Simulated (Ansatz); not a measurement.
Base system: AlN in the zinc blende structure (space group F-43m, No. 216; a = 4.403 Å). Axes: x, y, z lie along the cube axes.

Level of theory: PBE (Ansatz, a quantum-chemistry and plane-wave program; PAW; 420 eV plane waves; without spin-orbit coupling).

It is then changed as follows: an isotropic linear strain of −1.00 %, atoms relaxed at fixed cell.

Predict the stress tensor and what it implies for the stiffness.

Stress of the strained cell less that of the base (GPa, compression positive):
```
   6.16    0.00    0.00
   0.00    6.16    0.00
   0.00    0.00    6.16
```

Then B = −ΔP/(ΔV/V₀) with ΔV/V₀ = -0.0297 gives secant stiffness values (nonlinear terms included at this strain): B ≈ 208 GPa.

As a check, the harmonic strain energy −½ V₀ Δσ:ε is 6.2 meV/atom; the computed energy rise is 6.0 meV/atom.

Whether these cells are dynamically stable was not tested. This is not the structure that AlN has at room temperature and ambient pressure.
